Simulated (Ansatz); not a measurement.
Start from TiSi2 (space group Fddd, No. 70).

```yaml
crystal:
  lattice:
    - [0.00000, 4.11477, 4.26030]
    - [2.38957, 0.00000, 4.26030]
    - [2.38957, 4.11477, 0.00000]
  atoms:
    - { symbol: Si, position: [0.66253, 0.33747, 0.66253] }
    - { symbol: Si, position: [0.33747, 0.66253, 0.33747] }
    - { symbol: Si, position: [0.58747, 0.91253, 0.58747] }
    - { symbol: Si, position: [0.91253, 0.58747, 0.91253] }
    - { symbol: Ti, position: [0.00000, 0.00000, 0.00000] }
    - { symbol: Ti, position: [0.25000, 0.25000, 0.25000] }
```

Cartesian axes are those of the cell as printed.

Computed with r2SCAN (Ansatz, a program for electronic structure; PAW; 500 eV plane waves; spin-orbit coupling left out).

Before the change:

| Quantity | Result |
|---|---|
| Pressure | 0.0 GPa |

Modification: uniaxial strain ε_zz = +0.80 %, all other strain components held at zero, atoms relaxed at fixed cell.

Problem. What happens to the energy relative to the base?

Solution. The energy grows by 1.1 meV/atom.

Problem. How does this affect the pressure?

Solution. The pressure (mean of the normal stresses, compression positive) goes from zero to -1.4 GPa.

Without a gap, meshes like the base's 13×13×13 leave anisotropic stresses uncertain by several tenths of a GPa, and small strain energies with them. Stability against distortions was not tested. All final runs are without spin polarisation.
